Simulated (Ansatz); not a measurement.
Output of an Ansatz run (abridged):

```
WARN basis.ecutwfc = 420 eV, the default
WARN ansatz: RAYON_NUM_THREADS=1 ignored (pool sized by the plan → 1); use --threads N
Pseudopotentials: kind: paw
Pseudopotential: As, paw, valence charge 15
Pseudopotential: Ga, paw, valence charge 13
Crystal: 2 atoms, lattice volume = 33.278 Å³
Basis set: ecut = 420 eV, 645 PW (Γ), exchange–correlation on 50×50×50 points (8 copies of the dense FFT grid, shifted against one another)
Bands: 18, of which v1, the nominal top of the filled ones, is band 14 counted from 1 (13 counted from 0)
Symmetry: 48 space group operations
Space group: Fm-3m (ITA 225), of the structure as read, at distance tolerance 3.2e-5 Å
k-points: 16 of 216
Initial density: superposition of atomic densities (neutral atoms: chi_scale 0, normalization atom), corrected by the library's trained network
Initial wavefunctions: pseudopotential atomic-orbital guess
Eigensolver: davidson
Functional: x = pbe(κ = 0.804, μ = 0.2195149727645171), c = pbe(β = 0.06672455060314922)
SCF iter   1: F=—  HF=-8638.948817 eV  |F-HF|=—  |Δ(HF+E_count)|=         —  Δρ=9.71e-4  dr2=8.26e-5  ethr=1.77e-3  ⟨swp⟩=5.4  Hψ=1353  notcnv=0
all-band conjugate gradients solve this SCF's bands
preconditioner: auto → none
SCF iter   2: F=—  HF=-8638.948509 eV  |F-HF|=—  |Δ(HF+E_count)|=   3.07e-4  S|Δr|=    0.00e0  Δρ=9.02e-4  dr2=9.61e-5  ethr=2.95e-7  ⟨swp⟩=2.2  Hψ=658  notcnv=0
SCF iter   3: F=—  HF=-8638.948513 eV  |F-HF|=—  |Δ(HF+E_count)|=   3.60e-6  S|Δr|=    0.00e0  Δρ=2.71e-4  dr2=5.96e-6  ethr=2.95e-7  ⟨swp⟩=2.0  Hψ=509  notcnv=0
SCF iter   4: F=—  HF=-8638.948531 eV  |F-HF|=—  |Δ(HF+E_count)|=   1.83e-5  S|Δr|=    0.00e0  Δρ=8.01e-5  dr2=1.79e-6  ethr=2.13e-8  ⟨swp⟩=2.0  Hψ=511  notcnv=0
SCF iter   5: F=—  HF=-8638.948532 eV  |F-HF|=—  |Δ(HF+E_count)|=   9.46e-7  S|Δr|=    0.00e0  Δρ=1.07e-4  dr2=1.95e-6  ethr=6.40e-9  ⟨swp⟩=2.0  Hψ=511  notcnv=0
SCF iter   6: F=—  HF=-8638.948530 eV  |F-HF|=—  |Δ(HF+E_count)|=   1.73e-6  S|Δr|=    0.00e0  Δρ=3.30e-5  dr2=1.87e-7  ethr=6.40e-9  ⟨swp⟩=2.0  Hψ=485  notcnv=0
SCF iter   7: F=-8638.948530 eV  HF=-8638.948530 eV  |F-HF|=3.64e-9  |Δ(HF+E_count)|=   1.31e-7  S|Δr|=    0.00e0  Δρ=4.03e-6  dr2=2.86e-9  ethr=3.57e-10  ⟨swp⟩=4.7  Hψ=1142  notcnv=0
SCF 1 converged in 7 iterations: F = -8638.948530 eV  dr2 = 2.86e-9
SCF converged after 7 iterations
Stability not checked (fill_not_monotonic)
Free energy (F): -8638.948530 eV
Harris-Foulkes:  -8638.948530 eV  (|F-HF|=3.64e-9)
Internal energy: -8638.948463 eV  (E = F + TS)
E sigma→0 (E₀):  -8638.948513 eV
Entropy (-TS):   -0.000067 eV (-0.034 meV/atom)
Fermi energy:    12.897049 eV
--- Per-component energies (eV) ---
  E_band       = -192.037748
  E_kinetic    = 223.014950
  E_local      = -3139.950830  (includes V_loc(G=0)·N_el)
  E_nonlocal   = -246.225757
  E_hartree    = 1644.511588
  E_xc         = -150.670732
  E_vxc        = -140.429687  (∫ρ·V_xc dr)
  E_paw        = -3823.081635  (= ΣΔE_a)
  E_vpaw       = -177.466070  (= ΣTr[D̂ρ^β])
  E_aug_tail   = -0.000112  (compensation charges beyond the density's cutoff)
  E_ewald      = -3146.545934
  E_smearing   = -0.000067  (= −TS)
  E_closure    = -0.000000  (closes the sum)
  Σ components = -8638.948530   (vs F -8638.948530, Δ=0.00e0)
--- Forces (eV/Å), atoms counted from 1 ---
  atom   1  As    -0.00000000     0.00000000     0.00000000
  atom   2  Ga     0.00000000    -0.00000000     0.00000000
  max |Σ_I F_I| component: 1.79e-29 eV/Å
--- Stress (GPa, compression-positive) ---
       16.774836       0.000000       0.000000
        0.000000      16.774836       0.000000
       -0.000000      -0.000000      16.774836
  P = ⅓ Tr σ = 16.7748 GPa (167.748 kbar)
  The stress holds the Pulay correction. Without it, at fixed plane waves, as pw.x and ABINIT print it: P = 16.7214 GPa
--- Band table (eV; the first three rows and the last of 16) ---
  k-point 0: bands = ["-22.6353", "-22.6353", "-22.6237", "-22.6237", "-22.6237", "-2.2321", "-2.2321", "-2.2092", "-2.2092", "-2.2092", "-1.6500", "12.8488", "12.8488", "12.8488", "14.2592", "20.2048", "20.2048", "20.2048"]
  k-point 1: bands = ["-22.6352", "-22.6352", "-22.6234", "-22.6228", "-22.6228", "-2.2454", "-2.2454", "-2.2135", "-2.1979", "-2.1979", "-1.2125", "9.7399", "12.8205", "12.8205", "16.0348", "18.9363", "18.9363", "19.4567"]
  k-point 2: bands = ["-22.6351", "-22.6351", "-22.6227", "-22.6208", "-22.6208", "-2.2751", "-2.2751", "-2.2258", "-2.1720", "-2.1720", "0.0320", "6.2192", "12.9197", "12.9197", "16.0146", "16.6991", "16.6991", "18.4798"]
  k-point 15: bands = ["-22.6375", "-22.6331", "-22.6238", "-22.6193", "-22.6171", "-2.4801", "-2.2339", "-2.2248", "-2.1687", "-2.1358", "2.6612", "6.8175", "6.9265", "8.4316", "13.8108", "18.4095", "19.5727", "23.2732"]
```

The structure:

```xyz
2
Lattice="0.0000 2.5529 2.5529 2.5529 0.0000 2.5529 2.5529 2.5529 0.0000" Properties=species:S:1:pos:R:3 pbc="T T T"
As     0.0000     0.0000     0.0000
Ga     2.5529     2.5529     2.5529
```

### Question
Reconstruct the input of this run.

### Answer
Other spellings and defaults could give the same log, and not every line can be read from it. The input that was run (DFT, PBE, plane waves, default PAW files):

Ansatz 0.2 input:
```yaml
# GaAs
crystal:
  lattice:
    - [0.00000000, 2.55294400, 2.55294400]
    - [2.55294400, 0.00000000, 2.55294400]
    - [2.55294400, 2.55294400, 0.00000000]
  atoms:
    - { symbol: As, position: [0.00000000, 0.00000000, 0.00000000] }
    - { symbol: Ga, position: [0.50000000, 0.50000000, 0.50000000] }
kpoints:
  mp_grid:
    grid: [6, 6, 6]
hamiltonian:
  xc: pbe
  pseudopotentials:
    kind: paw
scf:
  occupations:
    method: methfessel_paxton
    width: 0.05
output:
  forces: true
  eigenvalues: true
  stress: true
```

The starting cell was generated: these elements placed on a structure prototype, without a prior relaxation; it need not be a known phase or ordering of this composition. With a pressure of about 17 GPa the cell is away from its equilibrium volume at this level. Ansatz's pressure includes its estimate of the finite-basis (Pulay) stress. The run gives no clean gap (levels at the Fermi energy touch, overlap or are partly filled at this smearing), which alone does not show that the compound is a metal.

Ansatz is a first-principles code.
